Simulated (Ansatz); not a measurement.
**Pressure series in Al5W**

Base system: Al₅W (space group P6_322, No. 182; a cell from a computed database, its experimental status unchecked).

```xyz
12
Lattice="4.8763 0.0000 0.0000 -2.4381 4.2230 0.0000 0.0000 0.0000 8.8266" Properties=species:S:1:pos:R:3 pbc="T T T"
Al     0.0000     0.0000     6.6199
Al     0.0000     0.0000     2.2066
Al     0.0000     2.8153     6.6199
Al     2.4381     1.4077     2.2066
Al     0.8247     1.4284     0.0000
Al    -0.8247     1.4284     4.4133
Al     3.2270     0.0000     0.0000
Al     1.6135     2.7946     4.4133
Al    -1.6135     2.7946     0.0000
Al     1.6493     0.0000     4.4133
W      0.0000     2.8153     2.2066
W      2.4381     1.4077     6.6199
```

Cell and atoms are relaxed at each pressure.

Calculations: PBEsol (Ansatz, a first-principles code; PAW; 420 eV plane waves; without spin-orbit coupling).

```json
[
 {"P (GPa)": "-2.00", "V (Å³/atom)": "15.385"},
 {"P (GPa)": "-1.00", "V (Å³/atom)": "15.264"},
 {"P (GPa)": "0.30", "V (Å³/atom)": "15.113"},
 {"P (GPa)": "0.70", "V (Å³/atom)": "15.068"},
 {"P (GPa)": "1.49", "V (Å³/atom)": "14.981"},
 {"P (GPa)": "3.00", "V (Å³/atom)": "14.823"},
 {"P (GPa)": "4.99", "V (Å³/atom)": "14.626"},
 {"P (GPa)": "7.49", "V (Å³/atom)": "14.396"},
 {"P (GPa)": "9.99", "V (Å³/atom)": "14.183"}
]
```

Q: Fit a third-order Birch–Murnaghan equation of state.

A: Least squares on P(V) = (3B₀/2)[(V₀/V)^(7/3) − (V₀/V)^(5/3)]·[1 + (3/4)(B₀′ − 4)((V₀/V)^(2/3) − 1)] gives V₀ = 15.15 Å³/atom, B₀ = 132 GPa and B₀′ = 4.2.

Load acts through the strain it causes; cell and atoms are relaxed under it. Whether these cells are dynamically stable was not tested. No other phases were tried under pressure. All final runs are without spin polarisation.
